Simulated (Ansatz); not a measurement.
The parent structure is Nb in the bcc (W type) structure (space group Im-3m, No. 229; a = 3.303 Å).

All numbers come from DFT with r2SCAN, PAW potentials and a 500 eV plane-wave cutoff in Ansatz (an electronic-structure program), scalar-relativistic without spin-orbit coupling, earlier PAW set.

Before the change:

Lattice parameter a: 3.303 Å

It is then changed as follows: a negative pressure, −2 GPa.

Task: Predict the new lattice parameter a.

Result: The lattice parameter a increases by 0.013 Å (3.303 Å → 3.316 Å).

Load acts through the strain it causes; cell and atoms are relaxed under it. Stability against distortions was not tested. All final runs are without spin polarisation.
